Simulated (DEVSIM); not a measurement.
Device: illuminated GaAs p-on-n cell, one wavelength, at 300 K.

Layer 1 from the left is GaAs, thickness (μm) 0.0760, Na (cm⁻³) 1.1e18, τn (s) 4.5e-11, τp (s) 6.1e-10, absorption coefficient (cm⁻¹) 5000. Layer 2 from the left is GaAs, thickness (μm) 3.80, Nd (cm⁻³) 1e15, τn (s) 1.8e-9, τp (s) 1.8e-9, absorption coefficient (cm⁻¹) 5000.

Left contact: ohmic, minority electron recombination velocity 2e5 cm/s. Right contact: ohmic, minority hole recombination velocity 10000 cm/s. Voltage is applied to the left contact. Recombination: SRH at mid-gap, radiative, Auger. Light enters at the left, 7.9e17 photons cm⁻² s⁻¹, one pass, no reflection. Mobility is constant in doping.

This is a model device: material constants are rounded textbook-type values typed into the input, and sizes, dopings and lifetimes were drawn at random. Values at 300 K.

GaAs: gap (eV) 1.424, affinity (eV) 4.07, permittivity 12.9, Nc (cm⁻³) 4.7e17, Nv (cm⁻³) 9e18, μn (cm²/Vs) 8500, μp (cm²/Vs) 400, B (cm³/s) 2e-10, Cn (cm⁶/s) 1e-30, Cp (cm⁶/s) 1e-30.

DEVSIM, 1D drift-diffusion, Boltzmann statistics, complete ionisation; no tunnelling, impact ionisation, image-force lowering or self-heating.

Q: What does the simulation give for the dark forward voltage at 100 A/cm², the open-circuit voltage, the share of generated pairs collected at short circuit?

A: dark forward voltage at 100 A/cm² 1.144 V; open-circuit voltage 0.871 V; share of generated pairs collected at short circuit 0.804.
